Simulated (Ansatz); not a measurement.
Consider TiO2 in the anatase structure (space group I4_1/amd, No. 141; a = 3.770 Å, c = 9.555 Å). Axes: x, y, z lie along a, b, c of the conventional cell.

Calculations: PBEsol/PAW in Ansatz (a quantum-chemistry and plane-wave program), without spin-orbit coupling, earlier PAW set.

Strains are applied to the cell and any free atomic positions relax; under biaxial strain the out-of-plane vector relaxes too.

One change was made to it. Results:

```json
[
 {"quantity": "pressure (mean of the normal stresses, compression positive)", "base": "0.0 kbar", "after": "64.9 kbar"},
 {"quantity": "band gap", "base": "2.11 eV", "after": "2.51 eV"},
 {"quantity": "shortest interatomic distance", "base": "192.8 pm", "after": "188.6 pm"},
 {"quantity": "smallest direct gap", "base": "2.44 eV", "after": "2.78 eV"}
]
```

Problem. Name the change that was made.
(A) uniaxial strain ε_zz = +5.33 %
(B) biaxial strain −3.66 %, plane normal [001], relaxed out of plane
(C) isotropic strain +0.20 %
(D) isotropic strain −5.69 %
(E) biaxial strain −4.24 %, plane normal [001], relaxed out of plane

Solution. B, biaxial strain −3.66 %, plane normal [001], relaxed out of plane. For comparison, the pressure in the other runs: biaxial strain −4.24 %, plane normal [001], relaxed out of plane gives 75.2 kbar; uniaxial strain ε_zz = +5.33 % gives -82.3 kbar; isotropic strain −5.69 % gives 524.0 kbar; isotropic strain +0.20 % gives -12.0 kbar.

No phonon test of stability was made. All final runs are without spin polarisation.
